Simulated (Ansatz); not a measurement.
Base system: Nb in the bcc (W type) structure (space group Im-3m, No. 229; a = 3.303 Å). Axes: x, y, z lie along the cube axes.

Level of theory: plane-wave PAW DFT at the r2SCAN level (Ansatz, a quantum-chemistry and plane-wave program, 500 eV), scalar-relativistic without spin-orbit coupling.

Strains are applied to the cell and any free atomic positions relax; under biaxial strain the out-of-plane vector relaxes too; under stress the whole cell relaxes.

One change was made to it. Results:

```tsv
quantity	base	after
energy relative to the base (free energy F)	0 meV/atom	+20 meV/atom
shortest interatomic distance	2.860 Å	2.885 Å
```

Problem. Which of these changes matches the shifts?
A) uniaxial stress, 2 GPa compression along z
B) uniaxial strain ε_zz = +1.09 %
C) biaxial strain +3.07 %, plane normal [001], relaxed out of plane
D) biaxial strain +4.77 %, plane normal [001], relaxed out of plane
E) isotropic strain −1.16 %

Solution. C, biaxial strain +3.07 %, plane normal [001], relaxed out of plane. For comparison, the energy relative to the base in the other runs: isotropic strain −1.16 % gives +12 meV/atom; biaxial strain +4.77 %, plane normal [001], relaxed out of plane gives +45 meV/atom; uniaxial stress, 2 GPa compression along z gives +1.5 meV/atom; uniaxial strain ε_zz = +1.09 % gives +1.6 meV/atom.

Without a gap, meshes like the base's 20×20×20 leave anisotropic stresses uncertain by several tenths of a GPa, and small strain energies with them. Stability under load was not tested beyond the relaxation. All final runs are without spin polarisation.
